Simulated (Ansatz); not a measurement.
**PBE against r2SCAN: Mo3Si**

Start from Mo$_{3}$Si in the A15 (Cr3Si type) structure (space group Pm-3n, No. 223; a = 4.9061 Å).

(Cell as relaxed with PBE.)

Levels (all Ansatz, a first-principles code, PAW, earlier PAW set): PBE (420 eV, spin-orbit coupling left out); r2SCAN (500 eV, without spin-orbit coupling).

Each level relaxes its own structure.

```json
[
 {"quantity": "volume per atom", "PBE": "14.76 Å³", "r2SCAN": "14.57 Å³"},
 {"quantity": "lattice parameter a", "PBE": "490.6 pm", "r2SCAN": "488.5 pm"},
 {"quantity": "band gap", "PBE": "zero", "r2SCAN": "zero"}
]
```

PBE's volume per atom lies 0.19 Å³ above r2SCAN's (1.3 %); PBE's lattice parameter a lies 2.1 pm above r2SCAN's (0.4 %); the two agree on the band gap. Neither level is exact; r2SCAN is the comparison here, not a measurement.

No phonon test of stability was made. The final runs are not spin-polarised.
